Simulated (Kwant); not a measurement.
Device: six-terminal Hall bar in a GaAs two-dimensional gas. Effective mass 0.067 mₑ, grid spacing 5.8 nm, hard walls, nominal width 150 nm (25 grid rows, so walls 150.8 nm apart), one parabolic valley, scattering region 390 nm long along x; energies count from the band bottom; Fermi energy swept from 0.00211 to 0.01688 eV. Four side probes 75 nm wide, two on each edge; current runs along x; the sign of the Hall resistance is a convention. Perpendicular field 2.2 T, also in the leads; orbital effect alone.

The device is made up for the run: typed textbook-type constants, with dimensions and the other settings drawn at random.

Model: effective-mass tight-binding model on a square grid, one spin, coherent transport at 0 K (Kwant). Resistances are in h/e².

Task: How many Landau levels lie under the Fermi energy, and what Hall resistance follows, at 6.62 meV and 2.20 T; 7.87 meV and 2.20 T; 10.4 meV and 2.20 T; 14.1 meV and 2.20 T?

Result: ħωc = ħeB/m = 1.73 meV a tesla; levels lie at (n + ½)ħωc. E/ħωc = 1.74 gives 2 levels and h/(2e²) = 0.500; simulated 0.500. E/ħωc = 2.07 gives 2 levels and h/(2e²) = 0.500; simulated 0.500. E/ħωc = 2.73 gives 3 levels and h/(3e²) = 0.333; simulated 0.333. E/ħωc = 3.72 gives 4 levels and h/(4e²) = 0.250; simulated 0.250.
